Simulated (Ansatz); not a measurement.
Ansatz (a first-principles code) run on ZnNi (P4/mmm, 2 atoms in the cell): zone-centre phonon calculation.

Level of theory: LDA (PW92), default PAW files made with PBE (plane waves; Ansatz).

```
ZnNi
1.0
    2.71006     0.00000     0.00000
    0.00000     2.71006     0.00000
    0.00000     0.00000     3.19786
Zn Ni
1 1
Direct
  0.50000   0.50000   0.50000
  0.00000   0.00000   0.00000
```

Reference input (self-consistent single point, DFT, LDA (PW92), plane waves, default PAW files made with PBE): basis.ecutwfc = 30.9 Ry; kpoints.mp_grid.grid = 12 12 10; hamiltonian.xc = lda; hamiltonian.pseudopotentials = {kind: paw} (the program's default PAW files); scf.occupations.method = fermi_dirac; scf.occupations.width = 0.0073 Ry. This run's input differs from it in these lines:

```diff
@@ -18,6 +18,5 @@
   occupations: { method: fermi_dirac, width: 0.0073 Ry }
-output:
-  forces: true
-  eigenvalues: true
-  stress: true
+  convergence: { dr2_threshold: 1.0e-11 eV }
+phonons:
+  method: dfpt
```

Output, abridged:

```
SCF iter   1: F=—  HF=-9020.204710 eV  |F-HF|=—  |Δ(HF+E_count)|=         —  Δρ=2.52e-2  dr2=8.21e-2  ethr=1.77e-3  ⟨swp⟩=5.3  Hψ=24779  notcnv=0
all-band conjugate gradients solve this SCF's bands
preconditioner: auto → none
SCF iter   2: F=—  HF=-9020.195572 eV  |F-HF|=—  |Δ(HF+E_count)|=   9.14e-3  Δρ=1.10e-2  dr2=1.79e-2  ethr=2.74e-4  ⟨swp⟩=2.0  Hψ=8856  notcnv=0  defer=7
   [... lines left out ...]
SCF iter   5: F=—  HF=-9020.193564 eV  |F-HF|=—  |Δ(HF+E_count)|=   1.98e-5  Δρ=1.07e-4  dr2=6.92e-7  ethr=1.38e-7  ⟨swp⟩=2.0  Hψ=7655  notcnv=0  defer=7
SCF iter   6: F=—  HF=-9020.193564 eV  |F-HF|=—  |Δ(HF+E_count)|=   5.55e-7  Δρ=1.87e-5  dr2=2.34e-8  ethr=2.31e-9  ⟨swp⟩=2.0  Hψ=9283  notcnv=0  defer=7
SCF iter   7: F=—  HF=-9020.193564 eV  |F-HF|=—  |Δ(HF+E_count)|=   8.13e-9  Δρ=2.67e-6  dr2=7.10e-10  ethr=7.80e-11  ⟨swp⟩=2.1  Hψ=8882  notcnv=0  defer=7
SCF iter   8: F=-9020.193564 eV  HF=-9020.193564 eV  |F-HF|=0.00e0  |Δ(HF+E_count)|=  3.26e-10  Δρ=1.93e-7  dr2=2.29e-12  ethr=1.00e-12  ⟨swp⟩=5.4  Hψ=31502  notcnv=0
SCF 1 converged in 8 iterations: F = -9020.193564 eV  dr2 = 2.29e-12
DFPT response loops at Γ: preconditioner auto → Kerker (q_TF=auto, 2.842 Å⁻¹) (partly filled bands, converged f_vac=0.000) …
Free energy (F): -9020.193564 eV
Internal energy: -9020.171432 eV  (E = F + TS)
E sigma→0 (E₀):  -9020.182498 eV
Entropy (-TS):   -0.022132 eV (-11.066 meV/atom)
Fermi energy:    15.125830 eV
--- Phonons (Γ-DFPT): 4 representative perturbations + reference, on 294 of 1440 k-points (Σ response iterations 21) ---
  k mesh reduced under 8 symmetry operations, with k and −k counted as one. Each operation leaves every solved displacement unchanged or reverses it
  ASR residual: 5.599e-4 → 0.000e0 eV/Å²; symmetrization residual: 3.820e-7 eV/Å²
  ASR residual per site (eV/Å²): 4.34e-5 5.60e-4
  Γ frequencies (cm⁻¹): 0.00 0.00 0.00 207.65 207.65 240.78
  non-analytic LO–TO correction: not included (Born effective charges unavailable; polar crystals: no LO–TO splitting at Γ)
```

The run converged in 8 iterations. 

Summary of the result:
- Free energy E − TS (on the zero of these files) = -9020.1936 eV
- Fermi level (on the code's own zero) = 15.13 eV
- Zone-centre frequencies (cm⁻¹; negative means imaginary) = 0, 0, 0, 208, 208, 241

The starting cell comes from a database of computed structures (which also holds hypothetical and non-ambient phases and stackings), without a prior relaxation at this level. Its lattice was rescaled by up to half a per cent. Spin polarisation is off.

Cost on one core of a shared machine: roughly 2 min.

Keys are those of Ansatz 0.2.
